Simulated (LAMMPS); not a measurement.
System: a slab of Mo (bcc) cut on the (001) plane, one half shifted rigidly along [100] and [010] of the cubic cell, atoms relaxed along the normal alone.

Method: machine-learned potential (static), pair style snap, file Mo_Zuo_JPCA2020.snap, run in LAMMPS.

### Question
Predict the largest energy on the surface, the largest energy on the line along [100].

### Answer
largest energy on the surface: 3110 mJ/m²; largest energy on the line along [100]: 2720 mJ/m².
